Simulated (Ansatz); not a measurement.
CdTe under load (space group R3m), r2SCAN with spin-orbit coupling, rigid bands (Ansatz, a program for electronic structure). Condition of this run: uniaxial stress along [111] of -1 GPa (compression positive) (the target of the relaxation). Band gap 0.83 eV, N_c = 6.60e17 cm⁻³ and N_v = 7.71e18 cm⁻³ at 300 K, conductivity masses of 0.0931 mₑ (electrons) and 0.440 mₑ (holes). Take k_BT = 0.02585 eV.

Find the intrinsic carrier density and the intrinsic Fermi level.

n_i = √(N_c N_v) exp(−E_g/2k_BT) = 2.26e18 × exp(−16.05) = 2.4e11 cm⁻³. The level lies (k_BT/2) ln(N_v/N_c) = 32 meV from mid-gap (positive towards the conduction band). Each 0.1 eV added to the gap lowers n_i by a factor of 6.9.

What thermal injection velocity √(2k_BT/πm) limits a ballistic channel?

1.76e7 cm/s for electrons and 8.11e6 cm/s for holes, a ratio of √(m_h/m_e) = 2.17, for dilute carriers.

What built-in voltage has an abrupt junction with N_A = 1e17 and N_D = 1e17 cm⁻³, all dopants ionised?

V_bi = E_g/e − (k_BT/e) ln(N_c N_v/(N_A N_D)) = 0.83 − 0.02585 × 6.23 = 0.67 V, for the computed gap.

Rigid bands with the computed gap; masses take one relaxation time for all states.
